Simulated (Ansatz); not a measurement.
Here is the system:

```xyz
2
Lattice="4.3818 0.0000 0.0000 2.1909 3.7947 0.0000 2.1909 -1.2649 3.3182" Properties=species:S:1:pos:R:3 pbc="T T T"
I      4.3818     2.5298     0.7782
Cu     0.0000     0.0000     0.0514
```

No spin polarisation.

Method: PBEsol/PAW in Ansatz (an electronic-structure program), no SOC, earlier PAW set. Γ-centred 10×10×10 mesh, Fermi–Dirac width 0.05 eV.

Q: Estimate the electron mass.

A: 0.16 mₑ out of plane, 0.13 mₑ in plane (at Γ).

Q: What is the computed pressure (mean of the normal stresses, compression positive)?

A: -2.28 GPa.

Q: What is the computed band gap?

A: 0.97 eV.

Q: Estimate the space group.

A: R3m (No. 160).

With I present, leaving out spin-orbit coupling can change the band edges. The cells carry an imposed strain or load. Masses are band curvatures over ±0.01 Å⁻¹ around the edge. Stability against distortions was not tested. All final runs are without spin polarisation. The cell was made from CuI in the zinc blende structure (space group F-43m, No. 216) by this change: biaxial strain +4.34 %, plane normal [111], relaxed out of plane.
